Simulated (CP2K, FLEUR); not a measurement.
A FLEUR input for a self-consistent single point of TiCo (Pm-3m, 2 atoms in the cell) (DFT, PBE, all-electron FLAPW (FLEUR), scalar-relativistic valence):

Input of the input generator:

```
TiCo
&input film=f /
2.9038280000 0.0000000000 0.0000000000
0.0000000000 2.9038280000 0.0000000000
0.0000000000 0.0000000000 2.9038280000
1.8897261246
1.0 1.0 1.0

2
22 0.0000000000 0.0000000000 0.0000000000
27 0.5000000000 0.5000000000 0.5000000000

&comp jspins=1 /
&kpt div1=9 div2=9 div3=9 /
&end /
```

```xml
<?xml version="1.0" encoding="UTF-8" standalone="no"?>
<fleurInput fleurInputVersion="0.39">
   <comment>
      TiCo                                                                                                
   </comment>
   <calculationSetup>
      <cutoffs Kmax="3.5" Gmax="10.5" GmaxXC="10.5" numbands="0"/>
      <scfLoop itmax="60" minDistance="0.00001" maxIterBroyd="40" imix="Anderson" alpha="0.05" precondParam="0.0" spinf="2.0"/>
      <coreElectrons ctail="T" frcor="F" kcrel="0" coretail_lmax="0"/>
      <xcFunctional name="pbe" relativisticCorrections="F"/>
      <magnetism jspins="1"/>
      <soc l_soc="F" theta="0.0" phi="0.0" spav="F"/>
      <expertModes spex="0" secvar="F"/>
      <geometryOptimization l_f="T" forcealpha="1.0" forcemix="BFGS" epsdisp="0.00001" epsforce="0.00001"/>
      <ldaU l_linMix="F" mixParam="0.05" spinf="1.0"/>
   </calculationSetup>
   <cell>
      <bzIntegration valenceElectrons="27.0" mode="hist" fermiSmearingEnergy="0.00499791">
         <kPointListSelection listName="default-1"/>
         <!-- k-points included here -->
         <xi:include xmlns:xi="http://www.w3.org/2001/XInclude" href="kpts.xml"> </xi:include>
      </bzIntegration>
      <!-- symmetry operations included here -->
      <xi:include xmlns:xi="http://www.w3.org/2001/XInclude" href="sym.xml"> </xi:include>
      <bulkLattice scale="1.0">
         <bravaisMatrix>
            <row-1>    5.4874396329449686     0.0000000000000000     0.0000000000000000</row-1>
            <row-2>    0.0000000000000000     5.4874396329449686     0.0000000000000000</row-2>
            <row-3>    0.0000000000000000     0.0000000000000000     5.4874396329449686</row-3>
         </bravaisMatrix>
      </bulkLattice>
   </cell>
   <atomSpecies>
      <species name="Titanium (Ti)" element="Ti" atomicNumber="22">
         <mtSphere radius="2.26" gridPoints="781" logIncrement="0.015"/>
         <atomicCutoffs lmax="8" lnonsphr="6"/>
         <electronConfig flipSpins="F">
            <coreConfig>(1s1/2) (2s1/2) (2p1/2) (2p3/2)</coreConfig>
            <valenceConfig>(3s1/2) (3p1/2) (3p3/2) (4s1/2) (3d3/2) (3d5/2)</valenceConfig>
            <stateOccupation state="(3d3/2)" spinUp="0.4" spinDown="0.4"/>
            <stateOccupation state="(3d5/2)" spinUp="0.6" spinDown="0.6"/>
         </electronConfig>
         <energyParameters s="4" p="4" d="3" f="4"/>
         <lo type="SCLO" l="0" n="3" eDeriv="0"/>
         <lo type="SCLO" l="1" n="3" eDeriv="0"/>
      </species>
      <species name="Cobalt (Co)" element="Co" atomicNumber="27">
         <mtSphere radius="2.26" gridPoints="781" logIncrement="0.016"/>
         <atomicCutoffs lmax="8" lnonsphr="6"/>
         <electronConfig flipSpins="F">
            <coreConfig>(1s1/2) (2s1/2) (2p1/2) (2p3/2) (3s1/2)</coreConfig>
            <valenceConfig>(3p1/2) (3p3/2) (4s1/2) (3d3/2) (3d5/2)</valenceConfig>
            <stateOccupation state="(3d3/2)" spinUp="1.4" spinDown="1.4"/>
            <stateOccupation state="(3d5/2)" spinUp="2.1" spinDown="2.1"/>
         </electronConfig>
         <energyParameters s="4" p="4" d="3" f="4"/>
         <lo type="SCLO" l="1" n="3" eDeriv="0"/>
      </species>
   </atomSpecies>
   <atomGroups>
      <atomGroup species="Titanium (Ti)">
         <relPos label="                   1">.0000000000 .0000000000 .0000000000</relPos>
         <force calculate="T" relaxXYZ="TTT"/>
      </atomGroup>
      <atomGroup species="Cobalt (Co)">
         <relPos label="                   2">1.000/2.000 1.000/2.000 1.000/2.000</relPos>
         <force calculate="T" relaxXYZ="TTT"/>
      </atomGroup>
   </atomGroups>
   <output dos="F" band="F" slice="F">
      <checks vchk="F" cdinf="F"/>
      <bandDOS minEnergy="-.5*Htr" maxEnergy="0.5*Htr" sigma="0.015" storeEVData="T"/>
      <vacuumDOS vacdos="F" integ="F" star="F" nstars="0" locx1="0.0" locy1="0.0" locx2="0.0" locy2="0.0" nstm="0" tworkf="0.0"/>
      <unfoldingBand unfoldBand="F" supercellX="1" supercellY="1" supercellZ="1"/>
      <plotting iplot="0" polar="F">
         <plot TwoD="T" vec1="  1.0  0.0  0.0" vec2="  0.0  1.0  0.0" vec3="  0.0  0.0  1.0" zero="  0.0  0.0  0.0" file="plot"/>
      </plotting>
      <chargeDensitySlicing numkpt="0" minEigenval="0.0" maxEigenval="0.0" nnne="0" pallst="F"/>
      <specialOutput eonly="F"/>
      <magneticCircularDichroism mcd="F" energyLo="-10.0" energyUp="0.0"/>
   </output>
  <!-- We include the file relax.xml here to enable relaxations (see documentation) -->
  <xi:include xmlns:xi="http://www.w3.org/2001/XInclude" href="relax.xml"> <xi:fallback/> </xi:include>
</fleurInput>
```

Question: Translate this input to CP2K.

Answer: This is the input that was run; spellings and numerical settings could be chosen otherwise.

```
&GLOBAL
  PROJECT bulk
  RUN_TYPE ENERGY_FORCE
  PRINT_LEVEL LOW
&END GLOBAL
&FORCE_EVAL
  METHOD Quickstep
  STRESS_TENSOR ANALYTICAL
  &DFT
    BASIS_SET_FILE_NAME BASIS_MOLOPT
    POTENTIAL_FILE_NAME GTH_POTENTIALS
    &QS
      METHOD GPW
      EPS_DEFAULT 1E-10
    &END QS
    &MGRID
      CUTOFF 600
      REL_CUTOFF 50
      NGRIDS 5
    &END MGRID
    &SCF
      SCF_GUESS ATOMIC
      EPS_SCF 1E-7
      MAX_SCF 100
      ADDED_MOS 6
      &DIAGONALIZATION
        ALGORITHM STANDARD
      &END DIAGONALIZATION
      &MIXING
        METHOD BROYDEN_MIXING
        ALPHA 0.2
        NBUFFER 8
        BETA 1
      &END MIXING
      &SMEAR ON
        METHOD FERMI_DIRAC
        ELECTRONIC_TEMPERATURE [K] 1578.21
      &END SMEAR
    &END SCF
    &KPOINTS
      SCHEME MONKHORST-PACK 9 9 9
    &END KPOINTS
    &XC
      &XC_FUNCTIONAL PBE
      &END XC_FUNCTIONAL
    &END XC
    &PRINT
      &MO
        EIGENVALUES T
        OCCUPATION_NUMBERS T
        NDIGITS 8
        FILENAME mo
        &EACH
          QS_SCF 0
        &END EACH
        ADD_LAST NUMERIC
      &END MO
      &MULLIKEN OFF
      &END MULLIKEN
    &END PRINT
  &END DFT
  &SUBSYS
    &CELL
      ABC 2.90382800 2.90382800 2.90382800
      ALPHA_BETA_GAMMA 90.00000000 90.00000000 90.00000000
      PERIODIC XYZ
    &END CELL
    &COORD
      SCALED
      Ti       0.00000000     0.00000000     0.00000000
      Co       0.50000000     0.50000000     0.50000000
    &END COORD
    &KIND Ti
      BASIS_SET DZVP-MOLOPT-SR-GTH-q12
      POTENTIAL GTH-PBE-q12
    &END KIND
    &KIND Co
      BASIS_SET DZVP-MOLOPT-SR-GTH-q17
      POTENTIAL GTH-PBE-q17
    &END KIND
  &END SUBSYS
  &PRINT
    &FORCES ON
    &END FORCES
    &STRESS_TENSOR ON
    &END STRESS_TENSOR
  &END PRINT
&END FORCE_EVAL
```

Basis settings and potentials, where a program has them, do not carry over. This input uses DFT PBE, GPW, DZVP-MOLOPT-SR-GTH basis, GTH-PBE potentials (GTH_POTENTIALS).

The starting cell has typed, rounded lattice constants, without a prior relaxation at this level. Its lattice was rescaled by a random factor within 2.5 % of one. For this run, on top of that: lattice scaled by 0.98.
